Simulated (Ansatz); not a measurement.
Base system: CdSe in the wurtzite structure (space group P6_3mc, No. 186; a = 4.383 Å, c = 7.154 Å). Axes: x lies along a and z along c of the hexagonal cell.

Computed with Ansatz (a first-principles code), PBE, PAW, cutoff 420 eV, spin-orbit coupling left out.

One thing is altered: every lattice vector is shortened by 1.01 %; the atoms relax in the strained cell.

Problem. Predict the stress tensor and what it implies for the stiffness.

Solution. Stress of the strained cell less that of the base (GPa, compression positive):
```
   1.46    0.00    0.00
   0.00    1.46    0.00
   0.00    0.00    1.46
```

Then B = −ΔP/(ΔV/V₀) with ΔV/V₀ = -0.0300 gives secant stiffness values (nonlinear terms included at this strain): B (at held cell shape, above the free-shape value) ≈ 49 GPa.

No phonon test of stability was made.
